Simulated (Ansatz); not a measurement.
## SiC: response to strain

The parent structure is SiC in the zinc blende structure (space group F-43m, No. 216; a = 4.3798 Å).

Strains are applied to the cell and any free atomic positions relax.

Level of theory: DFT with PBE, PAW potentials and a 420 eV plane-wave cutoff in Ansatz (a first-principles code), scalar-relativistic without spin-orbit coupling.

Candidates:
(a) isotropic strain −2.00 %
(b) isotropic strain −0.50 %
(c) isotropic strain +2.00 %

Notes on the quantities. energy relative to the base: free energy F.

### Question
Order them by energy relative to the base, lowest first.

### Answer
(b) isotropic strain −0.50 % (+1.6 meV/atom), (c) isotropic strain +2.00 % (+24 meV/atom), (a) isotropic strain −2.00 % (+27 meV/atom)

Stability against distortions was not tested.
